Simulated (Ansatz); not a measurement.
The parent structure is Be in the hcp (Mg type) structure (space group P6_3/mmc, No. 194).

```yaml
crystal:
  lattice:
    - [2.26472, 0.00000, 0.00000]
    - [-1.13236, 1.96131, 0.00000]
    - [0.00000, 0.00000, 3.56124]
  atoms:
    - { symbol: Be, position: [0.66667, 0.33333, 0.75000] }
    - { symbol: Be, position: [0.33333, 0.66667, 0.25000] }
```

Calculations: PBE in Ansatz (plane waves to 420 eV, PAW, no spin-orbit coupling).

Base values:

- c/a ratio: 1.572
- Volume per atom: 7.91 Å³

Now apply this change: cell and atoms relaxed at a pressure of 30 GPa.

Q: How does this affect the c/a ratio?

A: The c/a ratio rises by 0.0123 (1.572 → 1.585).

Q: How does this affect the volume per atom?

A: The volume per atom decreases by 1.31 Å³, from 7.91 Å³ to 6.60 Å³.

Load acts through the strain it causes; cell and atoms are relaxed under it. No phonon test of stability was made. No other phases were tried under pressure.

Ansatz is a program for electronic structure.
